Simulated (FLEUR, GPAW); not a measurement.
A GPAW input for a self-consistent single point of LaBi₃ (Pm-3m, 4 atoms in the cell) (DFT LDA (Perdew-Wang 92), plane waves, GPAW PAW datasets LDA (gpaw-data 1.0.1)):

```python
from ase import Atoms
from ase.units import GPa
from gpaw import GPAW, PW, FermiDirac

atoms = Atoms(['La', 'Bi', 'Bi', 'Bi'],
              cell=[[4.886476, 0.000000, 0.000000],
                    [0.000000, 4.886476, 0.000000],
                    [0.000000, 0.000000, 4.886476]],
              positions=[[0.000000, 0.000000, 0.000000],
                         [2.443238, 0.000000, 2.443238],
                         [0.000000, 2.443238, 2.443238],
                         [2.443238, 2.443238, 0.000000]],
              pbc=True)

calc = GPAW(mode=PW(800),
            xc='LDA',
            kpts=(5, 5, 5),
            occupations=FermiDirac(0.05),
            nbands=-12,
            symmetry={'symmorphic': False, 'tolerance': 0.0005},
            maxiter=120)

atoms.calc = calc

energy = atoms.get_potential_energy()
print('Energy (eV):', round(energy, 6))
forces = atoms.get_forces()
print('Forces (eV/Ang):')
print(forces.round(5))
stress = atoms.get_stress()
print('Stress (GPa, Voigt):', (stress / GPa).round(4))
```

### Question
Translate this input to FLEUR.

### Answer
This is the input that was run; spellings and numerical settings could be chosen otherwise.

Input of the input generator:

```
LaBi3
&input film=f /
9.2341013546 0.0000000000 0.0000000000
0.0000000000 9.2341013546 0.0000000000
0.0000000000 0.0000000000 9.2341013546
1.0
1.0 1.0 1.0

4
57 0.0000000000 0.0000000000 0.0000000000
83 0.5000000000 0.0000000000 0.5000000000
83 0.0000000000 0.5000000000 0.5000000000
83 0.5000000000 0.5000000000 0.0000000000

&comp jspins=1 /
&exco xctyp='pz' /
&kpt div1=5 div2=5 div3=5 /
&end /
```

```xml
<?xml version="1.0" encoding="UTF-8" standalone="no"?>
<fleurInput fleurInputVersion="0.39">
   <comment>
      LaBi3                                                                                               
   </comment>
   <calculationSetup>
      <cutoffs Kmax="3.8" Gmax="15.2" GmaxXC="15.2" numbands="0"/>
      <scfLoop itmax="60" minDistance="0.00001" maxIterBroyd="15" imix="Anderson" alpha="0.05" precondParam="0.0" spinf="2.0"/>
      <coreElectrons ctail="T" frcor="F" kcrel="0" coretail_lmax="0"/>
      <xcFunctional name="pz" relativisticCorrections="F"/>
      <magnetism jspins="1"/>
      <soc l_soc="F" theta="0.0" phi="0.0" spav="F"/>
      <expertModes spex="0" secvar="F"/>
      <geometryOptimization l_f="T" forcealpha="1.0" forcemix="BFGS" epsdisp="0.00001" epsforce="0.00001"/>
      <ldaU l_linMix="F" mixParam="0.05" spinf="1.0"/>
   </calculationSetup>
   <cell>
      <bzIntegration valenceElectrons="56.0" mode="hist" fermiSmearingEnergy="0.00183747">
         <kPointListSelection listName="default-1"/>
         <!-- k-points included here -->
         <xi:include xmlns:xi="http://www.w3.org/2001/XInclude" href="kpts.xml"> </xi:include>
      </bzIntegration>
      <!-- symmetry operations included here -->
      <xi:include xmlns:xi="http://www.w3.org/2001/XInclude" href="sym.xml"> </xi:include>
      <bulkLattice scale="1.0">
         <bravaisMatrix>
            <row-1>    9.2341013545999999     0.0000000000000000     0.0000000000000000</row-1>
            <row-2>    0.0000000000000000     9.2341013545999999     0.0000000000000000</row-2>
            <row-3>    0.0000000000000000     0.0000000000000000     9.2341013545999999</row-3>
         </bravaisMatrix>
      </bulkLattice>
   </cell>
   <atomSpecies>
      <species name="Lanthanum (La)" element="La" atomicNumber="57">
         <mtSphere radius="2.68" gridPoints="925" logIncrement="0.014"/>
         <atomicCutoffs lmax="10" lnonsphr="8"/>
         <electronConfig flipSpins="F">
            <coreConfig>(1s1/2) (2s1/2) (2p1/2) (2p3/2) (3s1/2) (3p1/2) (3p3/2) (4s1/2) (3d3/2) (3d5/2) (4p1/2) (4p3/2) (4d3/2) (4d5/2)</coreConfig>
            <valenceConfig>(5s1/2) (5p1/2) (5p3/2) (6s1/2) (5d3/2) (5d5/2)</valenceConfig>
            <stateOccupation state="(5d3/2)" spinUp="0.2" spinDown="0.2"/>
            <stateOccupation state="(5d5/2)" spinUp="0.3" spinDown="0.3"/>
         </electronConfig>
         <energyParameters s="6" p="6" d="5" f="4"/>
         <lo type="SCLO" l="0" n="5" eDeriv="0"/>
         <lo type="SCLO" l="1" n="5" eDeriv="0"/>
      </species>
      <species name="Bismuth (Bi)" element="Bi" atomicNumber="83">
         <mtSphere radius="2.68" gridPoints="925" logIncrement="0.015"/>
         <atomicCutoffs lmax="10" lnonsphr="8"/>
         <electronConfig flipSpins="F">
            <coreConfig>(1s1/2) (2s1/2) (2p1/2) (2p3/2) (3s1/2) (3p1/2) (3p3/2) (4s1/2) (3d3/2) (3d5/2) (4p1/2) (4p3/2) (5s1/2) (4d3/2) (4d5/2) (5p1/2) (5p3/2) (4f5/2) (4f7/2)</coreConfig>
            <valenceConfig>(6s1/2) (5d3/2) (5d5/2) (6p1/2) (6p3/2)</valenceConfig>
            <stateOccupation state="(6p1/2)" spinUp="0.5" spinDown="0.5"/>
            <stateOccupation state="(6p3/2)" spinUp="1.0" spinDown="1.0"/>
         </electronConfig>
         <energyParameters s="6" p="6" d="6" f="5"/>
         <lo type="SCLO" l="2" n="5" eDeriv="0"/>
      </species>
   </atomSpecies>
   <atomGroups>
      <atomGroup species="Lanthanum (La)">
         <relPos label="                   1">.0000000000 .0000000000 .0000000000</relPos>
         <force calculate="T" relaxXYZ="TTT"/>
      </atomGroup>
      <atomGroup species="Bismuth (Bi)">
         <relPos label="                   2">1.000/2.000 .0000000000 1.000/2.000</relPos>
         <relPos label="                   3">.0000000000 1.000/2.000 1.000/2.000</relPos>
         <relPos label="                   4">1.000/2.000 1.000/2.000 .0000000000</relPos>
         <force calculate="T" relaxXYZ="TTT"/>
      </atomGroup>
   </atomGroups>
   <output dos="F" band="F" slice="F">
      <checks vchk="F" cdinf="F"/>
      <bandDOS minEnergy="-.5*Htr" maxEnergy="0.5*Htr" sigma="0.015" storeEVData="T"/>
      <vacuumDOS vacdos="F" integ="F" star="F" nstars="0" locx1="0.0" locy1="0.0" locx2="0.0" locy2="0.0" nstm="0" tworkf="0.0"/>
      <unfoldingBand unfoldBand="F" supercellX="1" supercellY="1" supercellZ="1"/>
      <plotting iplot="0" polar="F">
         <plot TwoD="T" vec1="  1.0  0.0  0.0" vec2="  0.0  1.0  0.0" vec3="  0.0  0.0  1.0" zero="  0.0  0.0  0.0" file="plot"/>
      </plotting>
      <chargeDensitySlicing numkpt="0" minEigenval="0.0" maxEigenval="0.0" nnne="0" pallst="F"/>
      <specialOutput eonly="F"/>
      <magneticCircularDichroism mcd="F" energyLo="-10.0" energyUp="0.0"/>
   </output>
  <!-- We include the file relax.xml here to enable relaxations (see documentation) -->
  <xi:include xmlns:xi="http://www.w3.org/2001/XInclude" href="relax.xml"> <xi:fallback/> </xi:include>
</fleurInput>
```

Basis settings and potentials, where a program has them, do not carry over. This input uses DFT, LDA (Perdew-Zunger), all-electron FLAPW (FLEUR), scalar-relativistic valence. LDA parametrisations can differ slightly between programs.

The starting cell comes from a database of computed structures (which also holds hypothetical and non-ambient phases and stackings), without a prior relaxation at this level. Its lattice was rescaled by a random factor within 2.5 % of one. For this run, on top of that: lattice scaled by 0.98.
